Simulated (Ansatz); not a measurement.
We look at the energy of the reaction as written. Reaction: cell B → cell A. Negative: the products are lower in energy.

Cell A: a sheet of composition Sb2, 2 atoms, hexagonal cell of 5.03 Å (21.9 Å²), symmetry P6/mmm, 0.0 Å thick under 16 Å of vacuum, in-plane vectors relaxed; planes from bottom to top: Sb2, all atoms in one plane; a model cell; spin state with PBE: run without spin, k-point mesh 12×12×1.
```xyz
2
Lattice="5.0313 0.0000 0.0000 -2.5156 4.3572 0.0000 0.0000 0.0000 16.0000" Properties=species:S:1:pos:R:3 pbc="T T T"
Sb     0.0000     2.9048     8.0000
Sb     2.5156     1.4524     8.0000
```

Cell B: a sheet of composition Sb2, 2 atoms, hexagonal cell of 4.12 Å (14.7 Å²), symmetry P-3m1, 1.6 Å thick under 16 Å of vacuum, in-plane vectors relaxed; planes from bottom to top: Sb × 2; a model cell; spin state with PBE: run without spin, k-point mesh 12×12×1.
```
CELL_PARAMETERS angstrom
      4.12248     0.00000     0.00000
     -2.06124     3.57017     0.00000
      0.00000     0.00000    17.65000
ATOMIC_POSITIONS crystal
  Sb 0.33333 0.66667 0.54629
  Sb 0.66667 0.33333 0.45371
```

Computed with Ansatz (plane waves, PAW), its PAW set soft_1, cutoff 420 eV, 500 eV for r2SCAN. The structures are at rest with PBE; other levels are single points on them. HSE06 runs on coarser k-point meshes, mended by the PBE difference between the two meshes. Neutral cells; Fermi-Dirac smearing of at most 0.05 eV in the solids, energies taken to zero width. The lattices are those relaxed with PBE, so at other levels the solids can be strained, which adds to the spread. A dispersion term (D3(BJ), or D4 for r2SCAN) was computed beside these levels and is taken off wherever the name lacks it. Static lattices, no vibrational contributions. The runs are scalar-relativistic, without spin-orbit coupling. The state moves with the level: A is free of partly filled levels with HSE06 but metallic or partly filled with PBE. The cells' k-point meshes differ in density, so the last digit is unsettled. Cell A has symmetry P6/mmm and got no random move, so less symmetric positions, which may lie lower, weren't tried. Cell B has symmetry P-3m1 and got no random move, so less symmetric positions, which may lie lower, weren't tried.

Task: Give the value at the level r2SCAN.

Result: 1.30 eV, for cell B → cell A.

Task: List the value at the remaining levels and say how far they part.

Result: 
```json
[
 {"Level": "PBE", "value (eV)": "1.06", "less r2SCAN": "-0.24"},
 {"Level": "HSE06", "value (eV)": "1.37", "less r2SCAN": "0.07"}
]
```

The levels span 0.31 eV, from PBE (1.06) to HSE06 (1.37).

Ansatz is a quantum-chemistry and plane-wave program.
